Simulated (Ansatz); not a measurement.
# Ti3Al (Fm-3m, No. 225, 4 atoms in the cell; start mp-999027; a measured phase of this formula has another space group)

Computed with LDA (Ansatz, a first-principles code, PAW).

Numerical settings: plane-wave cutoff 520 eV, 16×16×16 k mesh, Fermi–Dirac smearing 0.05 eV, spin-polarised start, scalar-relativistic PAW data made under PBE.

Cell (relaxed at this level):

```
AlTi3
1.0
    0.00000     3.15068     3.15068
    3.15068     0.00000     3.15068
    3.15068     3.15068     0.00000
Ti Al
3 1
Cartesian
  4.72603   4.72603   4.72603
  1.57534   1.57534   1.57534
  0.00000   0.00000   0.00000
  3.15068   3.15068   3.15068
```

| Property | Value |
|---|---|
| band gap | zero (no gap) |
| bulk modulus | 125 GPa |

Note: the magnetic order was assumed, not searched for or taken from measurement; the relaxation could not lower the start's symmetry, so the cell can be a saddle point above a distorted one; the bulk modulus is −V dP/dV from two relaxed cells at ±2 % in volume.

Static lattice: no zero-point or thermal effects.

Computing time: around 2.0 core-minutes (rough).

A start named mp-… is a Materials Project structure, which need not be a measured phase.
